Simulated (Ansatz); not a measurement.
Ansatz (an electronic-structure program) run on AgP (Cmcm, 4 atoms in the cell): self-consistent single point.

Level of theory: PBEsol, default PAW files made with PBE (plane waves; Ansatz).

```xyz
4
Lattice="1.9072 -5.0399 0.0000 1.9072 5.0399 0.0000 0.0000 0.0000 3.7586" Properties=species:S:1:pos:R:3 pbc="T T T"
P      1.9072    -0.6451     0.9397
P      1.9072     0.6451     2.8190
Ag     1.9072    -3.5758     0.9397
Ag     1.9072     3.5758     2.8190
```

Reference input (self-consistent single point, DFT, PBEsol, plane waves, default PAW files made with PBE): basis.ecutwfc = 30.9 Ry; kpoints.mp_grid.grid = 9 9 9; hamiltonian.xc = pbesol; hamiltonian.pseudopotentials = {kind: paw} (the program's default PAW files); scf.occupations.method = cold; scf.occupations.width = 0.01 Ry. This run's input differs from it in these lines:

Ansatz 0.2 input:
```diff
@@ -17,3 +17,6 @@
   xc: pbesol
-  pseudopotentials: { kind: paw }
+  pseudopotentials: { kind: paw_fr }
+magnetization:
+  noncollinear: true
+  spin_orbit: false
 scf:
```

The program printed (abridged):

```
SCF iter   1: F=—  HF=-16523.296737 eV  |F-HF|=—  |Δ(HF+E_count)|=         —  Δρ=4.45e-2  dr2=2.14e0  dr2_m=0.00e0 (ungated)  ethr=3.10e-3  |M|=0.00e0 ∫|m|=0.00e0 μB  |m|>n=0.0e0 m-floor=0.0e0 τ_xc=0.0e0  β_m=0.30  ⟨swp⟩=6.8  Hψ=28363  notcnv=0
all-band conjugate gradients solve this SCF's bands
preconditioner: auto → Kerker (q_TF=auto, 2.548 Å⁻¹)
spin=Noncollinear: Kerker preconditioning applied to the charge; magnetization (m_x, m_y, m_z) channels mix plain (no charge-response kernel on spin).
   [... lines left out ...]
SCF iter   7: F=—  HF=-16522.771984 eV  |F-HF|=—  |Δ(HF+E_count)|=   7.14e-5  S|Δr|=    0.00e0  Δρ=2.28e-5  dr2=5.50e-7  dr2_m=0.00e0 (ungated)  ethr=2.39e-8  |M|=0.00e0 ∫|m|=0.00e0 μB  |m|>n=0.0e0 m-floor=0.0e0 τ_xc=0.0e0  β_m=0.98  ⟨swp⟩=2.4  [...]
SCF iter   8: F=-16522.771984 eV  HF=-16522.771984 eV  |F-HF|=1.57e-8  |Δ(HF+E_count)|=   3.79e-8  S|Δr|=    0.00e0  Δρ=5.57e-6  dr2=2.94e-8  dr2_m=0.00e0 (ungated)  ethr=2.08e-10  |M|=0.00e0 ∫|m|=0.00e0 μB  |m|>n=0.0e0 m-floor=0.0e0 τ_xc=0.0e0  [...]
SCF 1 converged in 8 iterations: F = -16522.771984 eV  dr2 = 2.94e-8
Stability not checked (fill_not_monotonic)
Magnetization: |M| = 0.0000 μB,  M = (+0.0000, +0.0000, +0.0000) μB
Absolute magnetization: 0.0000 μB (∫|m|)
  site 0: m = (+0.0000, +0.0000, +0.0000) μB, |m| = 0.0000 μB  (R = 0.94 Å)
  site 1: m = (+0.0000, +0.0000, +0.0000) μB, |m| = 0.0000 μB  (R = 0.94 Å)
  site 2: m = (+0.0000, +0.0000, +0.0000) μB, |m| = 0.0000 μB  (R = 1.16 Å)
  site 3: m = (+0.0000, +0.0000, +0.0000) μB, |m| = 0.0000 μB  (R = 1.16 Å)
Free energy (F): -16522.771984 eV
Internal energy: -16522.771255 eV  (E = F + TS)
E sigma→0 (E₀):  -16522.771741 eV
   [... lines left out ...]
Fermi energy:    12.333601 eV
   [... lines left out ...]
  atom   4  Ag     0.00000000    -0.66725884     0.00000000
--- Stress (GPa, compression-positive) ---
        0.043433      -0.000000      -0.000000
       -0.000000      -3.139265       0.000000
       -0.000000       0.000000      -0.806188
  P = ⅓ Tr σ = -1.3007 GPa (-13.007 kbar)
  The stress holds the Pulay correction. Without it, at fixed plane waves, as pw.x and ABINIT print it: P = -1.3402 GPa
```

The run converged in 8 iterations. Against the reference run the pressure stays at -1.30 GPa and the largest force stays at 0.794 eV/Å.

The starting cell was generated: these elements placed on a structure prototype, without a prior relaxation; it need not be a known phase or ordering of this composition. Ansatz's pressure includes its estimate of the finite-basis (Pulay) stress. The run gives no clean gap (levels at the Fermi energy touch, overlap or are partly filled at this smearing), which alone does not show that the compound is a metal.

Cost on one core of a shared machine: roughly 2 min.
